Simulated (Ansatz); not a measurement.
Take W in the bcc (W type) structure (space group Im-3m, No. 229; a = 3.135 Å; relaxed with 0.1 eV smearing) as the base. Axes: x, y, z lie along the cube axes.

Level of theory: LDA, PAW, 420 eV (Ansatz, an electronic-structure program; no spin-orbit coupling).

It is then changed as follows: uniaxial strain ε_zz = +2.50 %, all other strain components held at zero, atoms relaxed at fixed cell.

Problem. Predict the stress tensor and what it implies for the stiffness.

Solution. Stress of the strained cell less that of the base (GPa, compression positive):
```
   -5.2     0.0     0.0
    0.0    -5.2     0.0
    0.0     0.0   -12.9
```

Then −Δσ_ii/ε with ε = 0.0250 gives secant stiffness values (nonlinear terms included at this strain): C33 ≈ 517 GPa, C13 ≈ 208 GPa and C23 ≈ 208 GPa.

As a check, the harmonic strain energy −½ V₀ Δσ:ε is 16 meV/atom; the computed energy rise is 16 meV/atom.

Stability against distortions was not tested. All final runs are without spin polarisation.
